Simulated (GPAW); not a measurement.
A relaxation of cell and atoms of AlNi (Pm-3m, 2 atoms in the cell) with GPAW.

Computed with PBE, GPAW PAW datasets PBE (gpaw-data 1.0.1) (plane waves; GPAW).

```
AlNi
1.0
    2.86686     0.00000     0.00000
    0.00000     2.86686     0.00000
    0.00000     0.00000     2.86686
Al Ni
1 1
Direct
  0.50000   0.50000   0.50000
  0.00000   0.00000   0.00000
```

Reference input (self-consistent single point, DFT PBE, plane waves, GPAW PAW datasets PBE (gpaw-data 1.0.1)): mode = pw; ecut = 800 eV; xc = PBE; kpts = 11 11 11; mesh shift (steps) = 0 0 0; occupations.name = methfessel-paxton; occupations.width = 0.136 eV; occupations.order = 0; nbands = -8; convergence.density = 1e-05 e/electron; symmetry.symmorphic = false; symmetry.tolerance = 0.0005. This run's input differs from it in these lines:

```diff
@@ -1,2 +1,4 @@
 from ase import Atoms
+from ase.filters import FrechetCellFilter
+from ase.optimize import BFGS
 from ase.units import GPa
@@ -24,2 +26,10 @@
 
+target = FrechetCellFilter(atoms)
+
+opt = BFGS(target, logfile='-')
+converged = opt.run(fmax=0.02, steps=40)
+print('Relaxation converged:', converged)
+print('Cell:', atoms.cell.cellpar().round(4))
+print(atoms.get_scaled_positions().round(5))
+
 energy = atoms.get_potential_energy()
```

Output (repeated stretches shortened):

```
     iter     time        total  log10-change:
                         energy   eigst   dens
iter:   1 --:--:--   -12.505184
iter:   2 --:--:--   -12.373659   -0.47  -1.46
iter:   3 --:--:--   -12.261561   -1.17  -1.52
iter:   4 --:--:--   -12.338872   -1.91  -1.57
iter:   5 --:--:--   -12.311996   -2.59  -1.80
iter:   6 --:--:--   -12.359850   -2.94  -2.19
iter:   7 --:--:--   -12.315768   -2.67  -1.97
iter:   8 --:--:--   -12.315654   -4.98  -3.18
iter:   9 --:--:--   -12.315615c  -5.62  -3.45
iter:  10 --:--:--   -12.315621c  -6.27  -3.61
iter:  11 --:--:--   -12.315627c  -7.23  -4.24
iter:  12 --:--:--   -12.315627c  -9.00c -5.08c
Converged after 12 iterations.

Dipole moment: (-0.000000, -0.000000, 0.000000) |e|*Ang

Energy contributions relative to reference atoms: (reference = -47971.421712)

Kinetic:        +14.227839
Potential:       -9.083502
External:        +0.000000
XC:             -17.540990
Entropy (-ST):   -0.010672
Local:           +0.086362
SIC:             +0.000000
--------------------------
Free energy:    -12.320963
Extrapolated:   -12.315627

Showing only first 2 kpts
 Kpt  Band  Eigenvalues  Occupancy
  0     7      7.69046    2.00000
  0     8      7.69046    2.00000
  0     9     14.74651    0.00000
  0    10     14.74651    0.00000

  1     7      7.62159    2.00000
  1     8      7.69795    2.00000
  1     9     13.35726    0.00000
  1    10     14.95236    0.00000

Fermi level: 9.23672

No gap
   [... lines left out ...]
Atomic positions and initial magnetic moments
Free energy:    -12.327662
Fermi level: 9.12464
No gap
Atomic positions and initial magnetic moments
Free energy:    -12.335018
Fermi level: 8.84267
No gap
   [... lines left out ...]
     0.000000    -0.000921     0.000000
     0.000000     0.000000    -0.000921

Forces in eV/Ang:
  0 Al    0.00000    0.00000   -0.00000
  1 Ni    0.00000   -0.00000    0.00000

BFGS:    2 --:--:--      -12.335018        0.011208
Relaxation converged: True
Cell: [ 2.898  2.898  2.898 90.    90.    90.   ]
[[0.5 0.5 0.5]
 [0.  0.  0. ]]
Energy (eV): -12.329859
Stress (GPa, Voigt): [-0.1476 -0.1476 -0.1476  0.      0.      0.    ]
```

The run converged. GPAW prints stress with tension positive. 

Summary of the result:
- Free energy E − TS (from the program's reference atoms) = -12.3350 eV
- Fermi level (on the code's own zero) = 8.84 eV
- Pressure = 0.15 GPa
- Final cell = a = 2.8980 Å, b = 2.8980 Å, c = 2.8980 Å, α = 90.00°, β = 90.00°, γ = 90.00°
- Final volume per atom = 12.17 Å³
- Relaxation steps = 2

The starting cell comes from a database of computed structures (which also holds hypothetical and non-ambient phases and stackings), without a prior relaxation at this level. Its lattice was rescaled by a random factor within 2.5 % of one. Spin polarisation is off. The relaxation keeps the symmetry of its start, so its end need not be a minimum.
